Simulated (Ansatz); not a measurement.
# BeS (model structure, started from the h-BN type, P6₃/mmc, No. 194, 4 atoms in the cell): properties by level of theory

```tsv
level (code)	lattice constant a (Å)	lattice parameter c (Å)
PBE (Ansatz)	___	7.718
PBEsol (Ansatz)	3.472	6.210
PBE-D3(BJ) (Ansatz)	3.463	6.077
```

Task: What belongs in the gaps?

Result: 
- PBE (Ansatz, a quantum-chemistry and plane-wave program), lattice constant a (Å): 3.460

Ansatz's density-functional and Hartree–Fock values are scalar-relativistic unless marked +SOC, with PAW data made under PBE.

Static lattice: no zero-point or thermal effects.

A model structure was made by putting elements into a prototype or built by hand; it is no filed structure, need not be a known phase, and can be a saddle point held by its symmetry.
